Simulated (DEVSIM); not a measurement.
Device: Ti/Al2O3/p-InP capacitor, at 300 K.

| layer (left to right) | material | thickness (nm) | Na (cm⁻³) |
|---|---|---|---|
| 1 | Al2O3 | 4.30 | - |
| 2 | InP | 7100 | 3.8e15 |

Metal gate on the left, work function 4.33 eV. Fixed charge at the semiconductor interface 4.9e10 cm⁻² (in units of +e); interface traps 9.7e11 cm⁻² eV⁻¹, uniform in energy, neutral level at 0.3 of the gap above the valence band.

The device is made up for the run: typed textbook-type constants, with dimensions and the other settings drawn at random. Values at 300 K.

| parameter | Al2O3 | InP |
|---|---|---|
| gap (eV) | 6.8 | 1.344 |
| affinity (eV) | 1.35 | 4.38 |
| permittivity | 9 | 12.5 |
| Nc (cm⁻³) | - | 5.7e17 |
| Nv (cm⁻³) | - | 1.1e19 |

Simulated with DEVSIM: 1D Poisson equation in equilibrium, Boltzmann statistics, complete ionisation; no quantum confinement or tunnelling. Metal contacts follow the ideal Schottky-Mott rule: no Fermi-level pinning, no interface dipoles.

Problem. Tabulate band edges, carrier densities and field at -0.5 V on the gate.

Solution. Energies count from the Fermi level of the right contact; mesh points crowd at the junctions.

| x (μm) | Ec (eV) | Ev (eV) | n (cm⁻³) | p (cm⁻³) | field (V/cm) |
|---|---|---|---|---|---|
| 0.000 | 3.480 | -3.320 | < 1e2 | < 1e2 | 110000 |
| 0.001149 | 3.493 | -3.307 | < 1e2 | < 1e2 | 110000 |
| 0.002694 | 3.510 | -3.290 | < 1e2 | < 1e2 | 110000 |
| 0.003982 | 3.525 | -3.275 | < 1e2 | < 1e2 | 110000 |
| 0.005757 | 0.502 | -0.842 | 2.1e9 | 79000 | 26000 |
| 0.009043 | 0.511 | -0.833 | 1.5e9 | 110000 | 26000 |
| 0.01691 | 0.531 | -0.813 | 6.9e8 | 240000 | 25000 |
| 0.04388 | 0.597 | -0.747 | 5.4e7 | 3100000 | 24000 |
| 0.09503 | 0.711 | -0.633 | 640000 | 2.6e8 | 21000 |
| 0.2104 | 0.917 | -0.427 | 220 | 7.4e11 | 15000 |
| 0.4706 | 1.121 | -0.223 | < 1e2 | 2.0e15 | 2200 |
| 1.386 | 1.138 | -0.206 | < 1e2 | 3.8e15 | ≈ 0 |
| 3.122 | 1.138 | -0.206 | < 1e2 | 3.8e15 | ≈ 0 |
| 5.302 | 1.138 | -0.206 | < 1e2 | 3.8e15 | ≈ 0 |
| 6.496 | 1.138 | -0.206 | < 1e2 | 3.8e15 | ≈ 0 |
| 6.835 | 1.138 | -0.206 | < 1e2 | 3.8e15 | ≈ 0 |
| 6.990 | 1.138 | -0.206 | < 1e2 | 3.8e15 | ≈ 0 |
| 7.054 | 1.138 | -0.206 | < 1e2 | 3.8e15 | ≈ 0 |
| 7.088 | 1.138 | -0.206 | < 1e2 | 3.8e15 | ≈ 0 |
| 7.098 | 1.138 | -0.206 | < 1e2 | 3.8e15 | ≈ 0 |
| 7.102 | 1.138 | -0.206 | < 1e2 | 3.8e15 | ≈ 0 |
| 7.104 | 1.138 | -0.206 | < 1e2 | 3.8e15 | ≈ 0 |
